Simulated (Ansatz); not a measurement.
**Phonon-limited transport in Au2Bi (Fd-3m)**

Consider the following.

```yaml
crystal:
  lattice:
    - [0.00000, 3.97231, 3.97231]
    - [3.97231, 0.00000, 3.97231]
    - [3.97231, 3.97231, 0.00000]
  atoms:
    - { symbol: Bi, position: [0.50000, 0.50000, 0.50000] }
    - { symbol: Bi, position: [0.75000, 0.75000, 0.75000] }
    - { symbol: Au, position: [0.12500, 0.12500, 0.62500] }
    - { symbol: Au, position: [0.12500, 0.62500, 0.12500] }
    - { symbol: Au, position: [0.12500, 0.12500, 0.12500] }
    - { symbol: Au, position: [0.62500, 0.12500, 0.12500] }
```

Method: PBEsol, DFPT electron-phonon coupling, linearised Boltzmann equation (plane waves, PAW, scalar-relativistic; Ansatz, a quantum-chemistry and plane-wave program). How the cell was made: relaxed with this functional, without spin-orbit coupling.

```yaml
resistivity at 300 K: 32 μΩ·cm
resistivity at 77 K: 7.6 μΩ·cm
electron mean free path at 300 K (weighted by the current that each state carries): 8.1 nm
electron-phonon coupling λ: 0.49
transport coupling λ_tr: 0.49
logarithmic_mean_phonon_energy: 5.3 meV
density of states at the Fermi level: 0.62 states/(eV·spin·cell)
drude_plasma_energy: 4.3 eV
Hall coefficient at 300 K: 49 ×10⁻¹¹ m³/C
```

A metal at this level (no band gap). Only scattering by harmonic phonons is included (no impurities, grain boundaries, electron-electron scattering or thermal expansion). Spin-orbit coupling is left out, which matters with elements this heavy. The self-energy correction of the phonons between q points moved λ by about 5 %. The squared frequency of the phonon mode least converged on the k mesh is uncertain by about 13 %. Halving the electron mesh (20x20x20) moves the resistivity by up to 4 % at 300 K, the mean free path by up to 4 %, the coupling by up to 6 %. Smearing 0.20 eV; phonons on a 3x3x3 q mesh, which this run doesn't test and which matters most at low temperature.

Formula and space group known from diffraction (Crystallography Open Database), not checked to be the room-temperature form: Au2Bi (Fd-3m).
